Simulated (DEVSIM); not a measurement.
Device: Au/La2O3/n-InP capacitor, at 300 K.

| layer (left to right) | material | thickness (nm) | Nd (cm⁻³) |
|---|---|---|---|
| 1 | La2O3 | 10.0 | - |
| 2 | InP | 1800 | 1.2e17 |

Metal gate on the left, work function 5.1 eV. Fixed charge at the semiconductor interface -2.4e10 cm⁻² (in units of +e); interface traps 2.7e12 cm⁻² eV⁻¹, uniform in energy, neutral level at 0.5 of the gap above the valence band.

The device is made up for the run: typed textbook-type constants, with dimensions and the other settings drawn at random. Values at 300 K; Nc and Nv go as T^1.5, mobilities as T to minus their exponent, the gap by Varshni's rule with the affinity fixed.

| parameter | La2O3 | InP |
|---|---|---|
| gap (eV) | 5.8 | 1.344 |
| affinity (eV) | 1.8 | 4.38 |
| permittivity | 27 | 12.5 |
| Nc (cm⁻³) | - | 5.7e17 |
| Nv (cm⁻³) | - | 1.1e19 |
| Varshni α (eV/K) | - | 0.000363 |
| Varshni β (K) | - | 162 |

Simulated with DEVSIM: 1D Poisson equation in equilibrium, Boltzmann statistics, complete ionisation; no quantum confinement or tunnelling. Metal contacts follow the ideal Schottky-Mott rule: no Fermi-level pinning, no interface dipoles.

Base results: capacitance of the dielectric stack (μF/cm²) 2.39; minimum of the low-frequency capacitance (μF/cm²) 0.438; threshold voltage (band bending 2φF) (V) -0.70.

**Question.** What follows from this one change: temperature 300 → 350 K?

**Answer.** capacitance of the dielectric stack little changed (2.39 μF/cm²); minimum of the low-frequency capacitance little changed (0.440 μF/cm²); threshold voltage (band bending 2φF) -0.70 → -0.65 V.

**Question.** What follows from this one change: La2O3 thickness 0.01 → 0.004 μm?

**Answer.** capacitance of the dielectric stack 2.39 → 5.98 μF/cm²; minimum of the low-frequency capacitance 0.438 → 0.492 μF/cm²; threshold voltage (band bending 2φF) -0.70 → -0.58 V.

**Question.** What follows from this one change: interface trap density 2.7e+12 → 3e+11 cm^-2 eV^-1?

**Answer.** capacitance of the dielectric stack little changed (2.39 μF/cm²); minimum of the low-frequency capacitance 0.438 → 0.141 μF/cm²; threshold voltage (band bending 2φF) -0.70 → -0.61 V.

**Question.** What follows from this one change: fixed charge -2.4e+10 → 3.726e+12 cm^-2?

**Answer.** capacitance of the dielectric stack little changed (2.39 μF/cm²); minimum of the low-frequency capacitance little changed (0.437 μF/cm²); threshold voltage (band bending 2φF) -0.70 → -0.95 V.

**Question.** What follows from this one change: gate work function 5.1 → 4.95 eV?

**Answer.** capacitance of the dielectric stack little changed (2.39 μF/cm²); minimum of the low-frequency capacitance little changed (0.437 μF/cm²); threshold voltage (band bending 2φF) -0.70 → -0.85 V.

**Question.** What follows from this one change: substrate doping 1.2e+17 → 6e+15 cm^-3?

**Answer.** capacitance of the dielectric stack little changed (2.39 μF/cm²); minimum of the low-frequency capacitance 0.438 → 0.384 μF/cm²; threshold voltage (band bending 2φF) -0.70 → -0.53 V.
